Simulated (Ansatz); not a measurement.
## Response to strain in TiRh

Start from TiRh (space group P4/mmm, No. 123; a = 2.926 Å, c = 3.374 Å; relaxed with 0.1 eV smearing). Axes: x, y, z lie along a, b, c of the conventional cell.

Strains are applied to the cell and any free atomic positions relax; under stress the whole cell relaxes.

Method: plane-wave PAW DFT at the PBEsol level (Ansatz, a first-principles code, 420 eV), no spin-orbit coupling.

Notes on the quantities. energy relative to the base: free energy F.

```csv
variant,shortest interatomic distance,energy relative to the base,space group
base,2.670 Å,0 meV/atom,P4/mmm (No. 123)
isotropic strain −1.17 %,2.638 Å,+12 meV/atom,P4/mmm (No. 123)
"uniaxial stress, 8 GPa compression along z",2.658 Å,+27 meV/atom,P4/mmm (No. 123)
"uniaxial stress, 1 GPa tension along x",2.670 Å,+0.3 meV/atom,Pmmm (No. 47)
tensor shear ε_xz = −0.73 %,2.656 Å,+0.6 meV/atom,P2/m (No. 10)
"uniaxial stress, 5 GPa compression along x",2.667 Å,+5.1 meV/atom,Pmmm (No. 47)
```

Beyond what the load breaks, stability against distortions was not tested. All final runs are without spin polarisation. An odd electron count without spin: TiRh. Under uniaxial stress, 8 GPa compression along z the cell changed shape so far that it is another structure.
